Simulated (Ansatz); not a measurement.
N interstitial (wurtzite GaN host)

Calculation: PBE, PAW (plane waves to 420 eV; Ansatz, an electronic-structure program). A 3×2×2 supercell of 96 sites was used; the energies come from a 2×2×2 shifted sampling of its zone. Site at the start: void with 3N nearest. Finite-size correction: monopole term and site-potential alignment. Dielectric constants: PBE linear response of the host. Host gap at this level: 1.71 eV. Finite-size and sampling errors can reach tenths of an eV here. Levels are measured in PBE's own, too narrow, gap. Spin–orbit coupling is left out. Each state is the lowest found from its start.

Formation energies E_f are given with the Fermi level at the valence-band maximum. Chemical conditions: Ga-rich (Δμ(N) = -0.88 eV; only phases computed here count, gases as isolated molecules at 0 K); N-rich (Δμ(N) = 0.00 eV; only phases computed here count, gases as isolated molecules at 0 K). Reference phases: N: N2 molecule in a box.

The name describes the start; the neighbours show where the added atom ended.

```csv
charge,moment (μB),largest move off a lattice site (Å),neighbours of the added atom at the end (Å),image correction with alignment (eV),"E_f, Ga-rich (eV)","E_f, N-rich (eV)",above the lowest spin state (eV)
+2†,1.0,0.60,"N 1.20, Ga 2.06, Ga 2.06",0.85,–,–,0.00
+1,2.0,0.62,"N 1.27, Ga 1.97, Ga 1.97",0.26,4.18,3.29,0.00
+1†,not spin-polarised,0.64,"N 1.26, Ga 1.96, Ga 1.97",0.25,–,–,0.48
0,1.0,0.67,"N 1.34, Ga 1.88, Ga 1.90",0.00,5.40,4.51,0.00
−1†,not spin-polarised,0.66,"N 1.45, Ga 1.85, Ga 1.86, Ga 2.30, Ga 2.54, N 2.71, N 2.74",0.11,–,–,0.00
−2*,quenched,0.66,"N 1.45, Ga 1.86, Ga 1.86, Ga 2.30, Ga 2.55, N 2.72, N 2.74",–,–,–,0.00
```

* At this level the carrier isn't localised at the defect: at charge −2 electrons occupy the conduction band. Such a state is shallow or no state of the defect, and this cell gives it no level.

† Not settled in this cell, so no level is given: charge +2: level within 0.1 eV of a band edge or past it; charge −1: level within 0.1 eV of a band edge or past it.

Starting moments that weren't kept: charge −2 began with 1 μB and ended with 0.0.

Transition levels above the valence-band maximum: ε(+1/0) = 1.22 eV. On the lower envelope of the bound states, inside the gap: (+1/0) at 1.22 eV.

Flagged in the runs: a host whose relaxation on this sampling wasn't shown to rest.
